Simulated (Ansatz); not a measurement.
An Ansatz (a first-principles code) run: hypothetical ReO3 type InCl3; PBEsol (Ansatz, PAW, without spin-orbit coupling).

Input:

Ansatz 0.2 input:
```yaml
crystal:
  lattice:
    - [5.0261000913, 0, 0]
    - [0, 5.0261000913, 0]
    - [0, 0, 5.0261000913]
  atoms:
    - { symbol: In, position: [0, 0, 0] }
    - { symbol: Cl, position: [0.5, 0, 0] }
    - { symbol: Cl, position: [0, 0, 0.5] }
    - { symbol: Cl, position: [0, 0.5, 0] }
basis: { ecutwfc: 420, ecutrho_ratio: 4, xc_grid: 2, fft_grid_basis: typed }
kpoints: { mp_grid: { grid: [9, 9, 9] } }
hamiltonian:
  xc: pbesol
  dispersion: none
  pseudopotentials: { kind: paw }
scf: { occupations: { method: fermi_dirac, width: 0.05 }, convergence: { dr2_threshold: 0.0000000004 } }
output: { forces: true, stress: true }
```

Output (explanatory and most iteration lines left out):

```
Pseudopotential: In, paw, valence charge 13
Pseudopotential: Cl, paw, valence charge 7
Crystal: 4 atoms, lattice volume = 126.968 Å³
Basis set: ecut = 420 eV, 2517 PW (Γ), exchange–correlation on 72×72×72 points (8 copies of the dense FFT grid, shifted against one another)
Bands: 21, of which v1, the nominal top of the filled ones, is band 17 counted from 1 (16 counted from 0)
Symmetry: 48 space group operations
Space group: Pm-3m (ITA 221), of the structure as read, at distance tolerance 5.0e-5 Å
k-points: 35 of 729
Functional: x = pbesol(κ = 0.804, μ = 0.12345679012345678), c = pbesol(β = 0.046)
SCF iter   1: F=—  HF=-8711.378927 eV  |F-HF|=—  |Δ(HF+E_count)|=         —  Δρ=3.75e-3  dr2=2.09e-2  ethr=1.77e-3  ⟨swp⟩=6.4  Hψ=3861  notcnv=0
SCF iter   2: F=—  HF=-8711.374067 eV  |F-HF|=—  |Δ(HF+E_count)|=   4.86e-3  Δρ=1.33e-3  dr2=2.73e-3  ethr=6.16e-5  ⟨swp⟩=2.5  Hψ=1572  notcnv=0
SCF 1 converged in 8 iterations: F = -8711.373530 eV  dr2 = 4.12e-11
SCF converged after 8 iterations
Free energy (F): -8711.373530 eV
Internal energy: -8711.369413 eV  (E = F + TS)
E sigma→0 (E₀):  -8711.371471 eV
Entropy (-TS):   -0.004116 eV (-1.029 meV/atom)
Fermi energy:    0.727352 eV
--- Forces (eV/Å), atoms counted from 1 ---
  atom   1  In    -0.00000000    -0.00000000     0.00000000
  atom   2  Cl     0.00000000    -0.00000000    -0.00000000
  atom   3  Cl     0.00000000     0.00000000     0.00000000
  atom   4  Cl     0.00000000    -0.00000000     0.00000000
--- Stress (GPa, compression-positive) ---
       -0.000283       0.000000       0.000000
        0.000000      -0.000283       0.000000
        0.000000       0.000000      -0.000283
  P = ⅓ Tr σ = -0.0003 GPa (-0.003 kbar)
```

Stability against distortions was not tested. The final runs are not spin-polarised. The cell is InCl$_{3}$ in the ReO3 type structure (space group Pm-3m, No. 221; a hypothetical phase, not in the database extracts checked).
